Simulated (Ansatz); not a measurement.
```yaml
crystal:
  lattice:
    - [3.00782, -0.00021, 0.00453]
    - [3.00852, 8.50433, -0.21304]
    - [0.29557, 1.12647, 24.71517]
  atoms:
    - { symbol: Mg, position: [0.29021, 0.94038, 0.10093] }
    - { symbol: Mg, position: [0.76646, 0.44282, 0.10061] }
    - { symbol: Mg, position: [0.53037, 0.19588, 0.04893] }
    - { symbol: Mg, position: [0.03415, 0.69247, 0.03806] }
    - { symbol: Mg, position: [0.27345, 0.93366, 0.22358] }
    - { symbol: Mg, position: [0.77055, 0.43605, 0.22335] }
    - { symbol: Mg, position: [0.52498, 0.18818, 0.16484] }
    - { symbol: Mg, position: [0.02532, 0.68818, 0.16206] }
    - { symbol: Mg, position: [0.26581, 0.92780, 0.34557] }
    - { symbol: Mg, position: [0.76542, 0.42829, 0.34485] }
    - { symbol: Mg, position: [0.51908, 0.18115, 0.28507] }
    - { symbol: Mg, position: [0.01857, 0.68169, 0.28434] }
    - { symbol: Mg, position: [0.25870, 0.92128, 0.46786] }
    - { symbol: Mg, position: [0.75942, 0.42120, 0.46507] }
    - { symbol: Mg, position: [0.51377, 0.17340, 0.40659] }
    - { symbol: Mg, position: [0.01087, 0.67581, 0.40630] }
    - { symbol: Mg, position: [0.25166, 0.91436, 0.59190] }
    - { symbol: Mg, position: [0.75684, 0.41450, 0.58098] }
    - { symbol: Mg, position: [0.51737, 0.16647, 0.52939] }
    - { symbol: Mg, position: [0.99334, 0.66898, 0.52888] }
    - { symbol: O, position: [0.78991, 0.95823, 0.04394] }
    - { symbol: O, position: [0.27000, 0.43291, 0.04315] }
    - { symbol: O, position: [0.02790, 0.19181, 0.10496] }
    - { symbol: O, position: [0.52839, 0.69165, 0.09907] }
    - { symbol: O, position: [0.77863, 0.93644, 0.16292] }
    - { symbol: O, position: [0.27163, 0.44007, 0.16277] }
    - { symbol: O, position: [0.02203, 0.18471, 0.22443] }
    - { symbol: O, position: [0.52194, 0.68494, 0.22313] }
    - { symbol: O, position: [0.76917, 0.93111, 0.28467] }
    - { symbol: O, position: [0.26849, 0.43176, 0.28431] }
    - { symbol: O, position: [0.01597, 0.17769, 0.34558] }
    - { symbol: O, position: [0.51525, 0.67837, 0.34520] }
    - { symbol: O, position: [0.76233, 0.92453, 0.40676] }
    - { symbol: O, position: [0.26235, 0.42474, 0.40545] }
    - { symbol: O, position: [0.01245, 0.16942, 0.46715] }
    - { symbol: O, position: [0.50552, 0.67302, 0.46691] }
    - { symbol: O, position: [0.75501, 0.91772, 0.53082] }
    - { symbol: O, position: [0.25719, 0.41786, 0.52494] }
    - { symbol: O, position: [0.01186, 0.17701, 0.58666] }
    - { symbol: O, position: [0.49140, 0.65200, 0.58597] }
    - { symbol: Nb, position: [0.40321, 0.62024, 0.67112] }
    - { symbol: Nb, position: [0.73196, 0.91281, 0.69992] }
    - { symbol: Nb, position: [0.05320, 0.20132, 0.67293] }
    - { symbol: Nb, position: [0.22082, 0.39397, 0.76104] }
    - { symbol: Nb, position: [0.57035, 0.71314, 0.77148] }
    - { symbol: Nb, position: [0.87319, 0.08544, 0.77858] }
    - { symbol: Nb, position: [0.04782, 0.21479, 0.86964] }
    - { symbol: Nb, position: [0.39582, 0.52434, 0.85230] }
    - { symbol: Nb, position: [0.69622, 0.89191, 0.85709] }
    - { symbol: Nb, position: [0.85928, 0.98669, 0.95916] }
    - { symbol: Nb, position: [0.21770, 0.40632, 0.95640] }
    - { symbol: Nb, position: [0.54389, 0.69845, 0.93021] }
```

The first 40 atoms are the substrate (MgO-rs), the rest the film (Nb).

Calculation: PBE (plane waves to 420 eV, PAW; Ansatz, an electronic-structure program). No spin–orbit coupling; the runs are not spin-polarised; PBE gaps are too small against experiment. Its k-point mesh 9×3×1, Fermi–Dirac width 0.05 eV.

Question: Describe the bonding at the interfaces and give the barriers.

Answer: A periodic stack without vacuum, bcc Nb (1 1 0) on rock-salt MgO (1 1 0) (film strained to the substrate, started from cuts of the bulks and a machine-learned relaxation; slabs Mg20O20 and Nb12, which can lie off the formulas): substrate slab Mg20O20, film Nb12, surface cells [[0, -1], [2, -1]] and [[1, 0], [5, 3]], film strained by +4.9 and +4.9 %, outermost planes MgO/MgO and Nb/Nb as cut, which need not be the usual terminations and can put a slab off its formula.
| Quantity | Result |
|---|---|
| interface area | 25.6 Å² |
| period | 24.74 Å |
| heights between the nearest atoms of the two slabs at the two interfaces | 1.96 and 1.95 Å |
| Mg–Nb contacts across the interfaces within 1.22 times the sum of covalent radii | 13, mean 3.10 Å |
| Nb–O contacts across the interfaces within 1.22 times the sum of covalent radii | 4, mean 2.15 Å |
| hole barrier (PBE) | 3.35 eV |
| electron barrier (PBE) | 1.11 eV |
